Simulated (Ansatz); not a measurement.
Amorphous Hf17O36C, 54 atoms at 8.84 g/cm³, one PBE-relaxed geometry, zone centre. Methods: PBE, scalar-relativistic without spin-orbit coupling (Ansatz, a quantum-chemistry and plane-wave program); r2SCAN, scalar-relativistic without spin-orbit coupling (Ansatz); HSE06, scalar-relativistic without spin-orbit coupling (Ansatz). Plane waves to 420 eV (r2SCAN 500 eV); exact exchange is cut at the cell's faces. At PBE the levels at the filled edge of the gap are localised (band-tail or defect states). All rungs ran without spin polarisation.

The cell was made by melting and quenching with the CHGNet potential and then relaxed with DFT. O atoms were pushed apart under 1.9 Å during the dynamics, to hinder bonds among them. The hot cell started wider than the set density and was brought back towards it in steps. It is the lowest in DFT energy of 2 quenches. It is a model cell: composition and starting density were chosen by hand, and all elements were melted together. No dispersion term was used. Its density started from a set value of 8.63 and ended at 8.84 g/cm³. Cooling (nominally 300 K/ps over its main leg) ran many orders faster than in experiment, which tends to leave more defects and strain. Values belong to this one cell and scatter from quench to quench. The volume was free in the relaxation, at fixed shape. Stress components on the final sampling reach 2.2 GPa. Cycles of charging lowered its energy after that relaxation.

The relaxation ran on the zone centre alone. At PBE the level gap is 3.88 eV on a 2×2×2 Γ-centred mesh, and the spacing at the zone centre alone 4.02 eV.

What zone-centre spacing does r2SCAN give, roughly?

4.51 eV (+0.50 eV against PBE).

What zone-centre spacing does HSE06 give, roughly?

5.63 eV (+1.62 eV against PBE).

The highest filled and the lowest empty state spread over these numbers of atoms (participation numbers): PBE: 10.0 and 16.6; r2SCAN: 10.5 and 16.3; HSE06: 13.1 and 18.8.
